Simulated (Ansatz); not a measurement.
Functionals compared on H on the 1x1 (0001) surface of hcp Os, one in a 2x2 cell, started at the site 'hollow Os-Os-Os', in Ansatz (plane waves, PAW). The structure was relaxed with PBE; the other rows are single points on it, each with its references at the same level. Cutoff 420 eV (500 eV for r2SCAN).

Set-up: 17 atoms, 6.4 Å thick at the start under the adsorbate (thin: gaps and levels are the slab's own); mesh 6x6x1; 0.1 eV smearing; dipole correction on; 8 atoms held, the rest relaxed; symmetry of the start imposed; no spin, no spin-orbit, no U, no dispersion correction. At the end it is bonded to 3 Os. In PBE it is, or lies within 0.03 eV of, the lowest of the starts that converged. These notes are the PBE run's. Adsorption energies are against ½ H2(g). A negative adsorption energy means that the adsorbate is more stable on the surface than in its reference.

```json
[
 {"functional": "PBE", "adsorption energy (eV)": "-0.53", "work function of the top face (eV)": "5.17", "change of the work function (eV)": "-0.14", "rough cost of the single point": "–"},
 {"functional": "RPBE", "adsorption energy (eV)": "-0.37", "work function of the top face (eV)": "5.03", "change of the work function (eV)": "-0.14", "rough cost of the single point": "very roughly 60 core-seconds"},
 {"functional": "r2SCAN", "adsorption energy (eV)": "-0.59", "work function of the top face (eV)": "5.22", "change of the work function (eV)": "-0.14", "rough cost of the single point": "roughly 100 core-seconds"}
]
```

Ansatz is a first-principles code.
